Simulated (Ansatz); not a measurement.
Start from Al₂O₃ in the corundum structure (space group R-3c, No. 167; a = 4.774 Å, c = 13.015 Å (hexagonal axes)).

Method: PBEsol/PAW in Ansatz (an electronic-structure program), without spin-orbit coupling.

Base values:

| Quantity | Result |
|---|---|
| Band gap | 6.03 eV |
| Shortest interatomic distance | 1.861 Å |

Now apply this change: cell and atoms relaxed at a pressure of 2.1 GPa.

### Question
How does this affect the band gap?

### Answer
The band gap goes up by 0.10 eV, from 6.03 eV to 6.13 eV.

### Question
How does this affect the shortest interatomic distance?

### Answer
The shortest interatomic distance shrinks by 0.005 Å, from 1.861 Å to 1.856 Å.

Load acts through the strain it causes; cell and atoms are relaxed under it. Stability against distortions was not tested.
